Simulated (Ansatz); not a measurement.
**Hypothetical cubic perovskite MgRuO3: element substitutions**

The parent structure is MgRuO3 in the cubic perovskite structure (space group Pm-3m, No. 221; ferromagnetic; a hypothetical phase, not in the database extracts checked).

```cif
data_MgO3Ru
_chemical_formula_sum 'Mg1 Ru1 O3'
_space_group_name_H-M_alt 'P 1'
_space_group_IT_number 1
_cell_length_a 3.83574
_cell_length_b 3.83574
_cell_length_c 3.83574
_cell_angle_alpha 90.000
_cell_angle_beta 90.000
_cell_angle_gamma 90.000
loop_
_space_group_symop_operation_xyz
  'x, y, z'
loop_
_atom_site_label
_atom_site_type_symbol
_atom_site_fract_x
_atom_site_fract_y
_atom_site_fract_z
_atom_site_occupancy
Mg1 Mg 0.00000 0.00000 0.00000 1
Ru1 Ru 0.50000 0.50000 0.50000 1
O1 O 0.00000 0.50000 0.50000 1
O2 O 0.50000 0.50000 0.00000 1
O3 O 0.50000 0.00000 0.50000 1
```

Each row replaces one element on all its sites; cell and atoms are relaxed.

Method: DFT with PBEsol, PAW potentials and a 420 eV plane-wave cutoff in Ansatz (a program for electronic structure), spin-orbit coupling left out.

| case | shortest interatomic distance | density |
|---|---|---|
| base | 1.918 Å | 5.10 g/cm³ |
| Ru → Ga | [?] | [?] |
| Mg → Tl | 1.953 Å | 9.85 g/cm³ |
| Ru → Pd | [?] | [?] |

Complete the table.


- Ru → Ga, shortest interatomic distance: 1.890 Å
- Ru → Ga, density: 4.37 g/cm³
- Ru → Pd, shortest interatomic distance: 1.930 Å
- Ru → Pd, density: 5.16 g/cm³

Other magnetic orders, which the real material may have, were not ruled out. No phonon test of stability was made. As relaxed here, MgGaO3, TlRuO3 and MgPdO3 are hypothetical phases, not in the database extracts checked. No Hubbard U is applied, and correlation can decide whether such a compound is a metal. Spin-polarised in the final run: base; the other runs are not. An odd electron count without spin: MgGaO3 and TlRuO3. Many cubic perovskites are stable only at high temperature; tilts and polar distortions were not tested.
